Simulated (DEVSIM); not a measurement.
Schottky contact on n-type Si

Device: Schottky contact on n-type Si, at 300 K.

```
layer (left to right)  material  thickness (μm)  Nd (cm⁻³)  τn (s)  τp (s)
---------------------  --------  --------------  ---------  ------  ------
1                            Si            3.30     4.6e16  3.1e-6  3.1e-6
2                            Si            6.00     7.1e17  3.1e-6  3.1e-6
```

Left contact: Schottky, work function 4.86 eV, emission velocity 8.5e6 cm/s. Right contact: ohmic. Voltage is applied to the left contact. Recombination: SRH at mid-gap, Auger. Mobility is μmin + (μ − μmin)/(1 + (N/Nref)^α).

The device is made up for the run: typed textbook-type constants, with dimensions and the other settings drawn at random. Values at 300 K.

```csv
parameter,Si
gap (eV),1.124
affinity (eV),4.05
permittivity,11.7
Nc (cm⁻³),2.86e19
Nv (cm⁻³),3.1e19
μn (cm²/Vs),1417
μp (cm²/Vs),470
"μn,min",52
"μp,min",45
"Nref,n",9.7e16
"Nref,p",2.2e17
αn,0.68
αp,0.72
Cn (cm⁶/s),2.8e-31
Cp (cm⁶/s),9.9e-32
```

Simulated with DEVSIM: 1D drift-diffusion, Boltzmann statistics, complete ionisation; no tunnelling, impact ionisation, image-force lowering or self-heating. Metal contacts follow the ideal Schottky-Mott rule: no Fermi-level pinning, no interface dipoles.

```yaml
potential_step_across_the_device_at_zero_bias: 0.714 V
Dark forward voltage at 1 A/cm²: 0.362 V
Dark forward voltage at 100 A/cm²: 0.490 V
```

Dark reverse current:

```csv
V (V),J (A/cm²)
-0.04,-6.9e-7
-0.10,-8.6e-7
-0.20,-8.8e-7
-0.30,-8.9e-7
-0.40,-8.9e-7
-0.60,-9.0e-7
-0.80,-9.0e-7
-1.00,-9.1e-7
-1.30,-9.1e-7
-1.60,-9.2e-7
-2.00,-9.2e-7
```

Dark forward current:

| V (V) | J (A/cm²) |
|---|---|
| 0.05 | 5.1e-6 |
| 0.10 | 4.1e-5 |
| 0.15 | 0.00028 |
| 0.20 | 0.0020 |
| 0.25 | 0.013 |
| 0.30 | 0.092 |
| 0.35 | 0.63 |
| 0.40 | 4.2 |
| 0.45 | 27 |
| 0.50 | 140 |
| 0.55 | 430 |
| 0.60 | 900 |
| 0.65 | 1500 |
| 0.70 | 2100 |
